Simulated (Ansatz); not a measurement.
# Several settings converged on ScF3 (R3, 4 atoms in the cell)

```
ScF3
1.0
    2.86541     1.65434     2.33814
   -2.86541     1.65434     2.33814
    0.00000    -3.30869     2.33814
Sc F
1 3
Direct
  0.00713   0.00713   0.00713
  0.50000   0.00193   0.99807
  0.99807   0.50000   0.00193
  0.00193   0.99807   0.50000
```

Base method: LDA (PW92), default PAW files made with PBE (plane waves; Ansatz, an electronic-structure program).

Base settings: basis.ecutwfc = 420 eV; kpoints.mp_grid.grid = 6 6 6; hamiltonian.xc = lda; hamiltonian.pseudopotentials = {kind: paw} (the program's default PAW files); scf.occupations.method = fixed.

The count of work is k-points × plane waves × bands × iterations; it is no time. 

**The cutoff for other potential files**

Level: DFT, LDA (PW92), plane waves, harder PAW files (source: ansatz) made with PBE.

In this ladder: hamiltonian.pseudopotentials = {kind: paw, source: ansatz}.

The second cell is the first with its lattice scaled by 0.98.

The mesh stays at the base's, so the ladder's end is converged at best in this setting alone.

The first pressure column holds Ansatz's estimate of the finite-basis (Pulay) stress, which hides part of the cutoff error; the other is without it.

Only quantities that move along the ladder and can be compared are tabulated.

| basis.ecutwfc | free energy less the last step's (meV/atom) | energy of the compressed cell less the first (meV/atom) | pressure (GPa) | pressure without the Pulay estimate (GPa) | gap on the mesh (eV) | count of work / last |
|---|---|---|---|---|---|---|
| 470 eV | 2578.03 | -22.08 | -5.20 | -98.15 | 5.978 | 0.12 |
| 580 eV | 655.48 | -15.99 | -5.51 | -36.83 | 6.087 | 0.14 |
| 735 eV | 78.28 | -16.65 | -5.31 | -10.82 | 6.089 | 0.20 |
| 890 eV | 6.27 | -16.04 | -5.33 | -5.97 | 6.089 | 0.27 |
| 1050 eV | 0.44 | -16.02 | -5.33 | -5.36 | 6.088 | 0.35 |
| 1260 eV | 0.23 | -16.02 | -5.33 | -5.33 | 6.088 | 0.47 |
| 1575 eV | 0.12 | -16.02 | -5.33 | -5.33 | 6.088 | 0.65 |
| 2100 eV | 0.00 | -16.02 | -5.33 | -5.33 | 6.088 | 1.0 |

Coarsest basis.ecutwfc that holds the gap on the mesh within 0.02 eV of the last step, with all finer ones: 580 eV, at 0.14 of the last step's count of work; the step before is off by 0.11 eV.

Coarsest basis.ecutwfc that holds the pressure without the Pulay estimate within 0.5 GPa of the last step, with all finer ones: 1050 eV, at 0.35 of the last step's count of work; the step before is off by 0.64 GPa.

Coarsest basis.ecutwfc that holds the energy of the compressed cell less the first within 1 meV/atom of the last step, with all finer ones: 580 eV, at 0.14 of the last step's count of work; the step before is off by 6.1 meV/atom.

The energy difference between the two cells stays within 1 meV/atom of the last step's from 580 eV on, the total only from 1050 eV on: much of the error is common to both cells and cancels.

At the lowest cutoff the pressure without the Pulay estimate lies 92.8 GPa under the last step's, the usual sign of Pulay stress in an incomplete plane-wave basis.

**The density cutoff**

The second cell is the first with its lattice scaled by 0.98.

The mesh stays at the base's, so the ladder's end is converged at best in this setting alone.

Only quantities that move along the ladder and can be compared are tabulated.

```csv
basis.ecutrho_ratio,free energy less the last step's (meV/atom),energy of the compressed cell less the first (meV/atom),pressure (GPa)
2,-1.49,-17.14,-4.94
3,0.17,-16.25,-5.40
4,0.00,-16.22,-5.38
5,0.00,-16.22,-5.38
6,0.00,-16.22,-5.38
8,0.00,-16.22,-5.38
10,0.00,-16.22,-5.38
12,0.00,-16.22,-5.38
16,0.00,-16.22,-5.38
```

Coarsest basis.ecutrho_ratio that holds the pressure within 0.05 GPa of the last step, with all finer ones: 3; the step before is off by 0.44 GPa.

Coarsest basis.ecutrho_ratio that holds the energy of the compressed cell less the first within 0.2 meV/atom of the last step, with all finer ones: 3; the step before is off by 0.93 meV/atom.

Coarsest basis.ecutrho_ratio that holds the free energy within 0.5 meV/atom of the last step, with all finer ones: 3; the step before is off by 1.5 meV/atom.

The energy difference between the two cells stays within 1 meV/atom of the last step's from 2 on, the total only from 3 on: much of the error is common to both cells and cancels.

**The relaxed cell against the cutoff**

On ScF3 (R32, 4 atoms in the cell): atoms on their sites.

In this ladder: relax = cell and atoms.

The mesh stays at the base's, so the ladder's end is converged at best in this setting alone.

Only quantities that move along the ladder and can be compared are tabulated.

| basis.ecutwfc | relaxed volume (Å³/atom) | relaxation steps |
|---|---|---|
| 250 eV | 15.207 | 26 |
| 295 eV | 15.498 | 22 |
| 355 eV | 15.677 | 11 |
| 420 eV | 15.680 | 7 |
| 505 eV | 15.679 | 5 |
| 630 eV | 15.677 | 5 |
| 840 eV | 15.678 | 5 |

Coarsest basis.ecutwfc that holds the relaxed volume within 0.078 Å³/atom of the last step, with all finer ones: 355 eV; the step before is off by 0.18 Å³/atom.

At the lowest cutoff the cell relaxes to a volume 3.0 % smaller than at the highest. Ansatz relaxes on a stress corrected for the finite basis.

On the base run: the starting cell comes from a database of computed structures (which also holds hypothetical and non-ambient phases and stackings), without a prior relaxation at this level. Its lattice was rescaled by up to half a per cent. One atom was moved a little off its site on purpose.

Left out of this page: 1 run of the series failed or unconverged.

Keys are those of Ansatz 0.2.
